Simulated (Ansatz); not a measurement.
**CsCl-type TiCo**

The numbers are results of r²SCAN (PAW; Ansatz, a quantum-chemistry and plane-wave program), not measurements.

Settings: plane-wave cutoff 560 eV, 18×18×18 k mesh, Fermi–Dirac smearing 0.05 eV, no spin polarisation, scalar-relativistic PAW data made under PBE.

Cell: relaxed at this level.

```yaml
equilibrium_volume_per_atom: 12.85 Å³/atom
bulk modulus B0: 193 GPa
lattice_constant_a: 2.951 Å
band_gap: none
pressure derivative B′ of the bulk modulus: 4.1
```

Measured, for comparison: equilibrium volume per atom 13.43 Å³/atom, bulk modulus 154 GPa, lattice constant a 2.995 Å (room temperature, not corrected to a static lattice; as tabulated in Yamada et al. (2019), arXiv:1910.09660). Computed (rounded) less measured: equilibrium volume per atom -4.3 %, bulk modulus +25 %, lattice constant a -1.5 %. A static lattice is as a rule a little smaller and stiffer than an uncorrected measurement, which narrows the difference in the lattice constant a and would widen misses of the other sign.

Computed values are for the static lattice.
